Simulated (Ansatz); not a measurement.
The parent structure is ZnS in the zinc blende structure (space group F-43m, No. 216; a = 5.357 Å). Axes: x, y, z lie along the cube axes.

Level of theory: PBEsol (Ansatz, an electronic-structure program; PAW; 420 eV plane waves; no spin-orbit coupling).

The change: the cell is stretched by 2.61 % along y with no lateral relaxation, atoms relaxed at fixed cell.

Q: Predict the stress tensor and what it implies for the stiffness.

A: Stress of the strained cell less that of the base (GPa, compression positive):
```
  -1.55    0.00    0.00
   0.00   -2.71    0.00
   0.00    0.00   -1.55
```

Then −Δσ_ii/ε with ε = 0.0261 gives secant stiffness values (nonlinear terms included at this strain): C22 ≈ 104 GPa, C12 ≈ 59 GPa and C23 ≈ 59 GPa.

As a check, the harmonic strain energy −½ V₀ Δσ:ε is 4.2 meV/atom; the computed energy rise is 4.3 meV/atom.

Whether these cells are dynamically stable was not tested.
